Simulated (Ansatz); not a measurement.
The starting structures come from a database of crystals and need not be the phases stable at ambient conditions.

 Where the default PAW files enter, the runs use the earlier of Ansatz's two default sets.

Tunnelling through a barrier is set by its complex band structure: the current falls as exp(−2κd) with the smallest κ.

Given:

```xyz
15
Lattice="5.5119 0.0000 0.0000 2.7559 5.4326 0.0000 2.7559 1.3981 4.5641" Properties=species:S:1:pos:R:3 pbc="T T T"
Li     5.5119     1.1222     2.9845
Li     5.5119     5.7084     1.5796
Li     4.4450     2.3013     1.0478
Li     6.5787     4.5293     3.5163
Li     7.3499     2.6926     2.3249
Li     3.6739     4.1381     2.2392
Li     4.7407     3.2338     4.0917
Li     6.2830     3.5969     0.4724
Pb     0.0000     0.0000     0.0000
O      7.3344     4.6185     1.8116
O      3.6894     2.2122     2.7525
O      4.6850     5.1236     3.4604
O      6.3388     1.7071     1.1037
O      4.5163     4.1990     0.4422
O      6.5075     2.6316     4.1219
```

Space group of this cell: R-3. The cell is taken as given; by PBEsol its mean pressure is 0.7 GPa.

Transport runs along the normal of the first two printed cell vectors, the (101) plane of the conventional cell.

No gap correction and no spin-orbit coupling; mid-gap values are interpolated between computed energies.

Problem. Compute, with Ansatz (a quantum-chemistry and plane-wave program) with PBEsol, the band gap and the smallest decay constant κ at mid-gap.

Solution. Gap 2.59 eV on a 8×8×8 mesh; κ = 0.327 1/Å, at the zone centre.
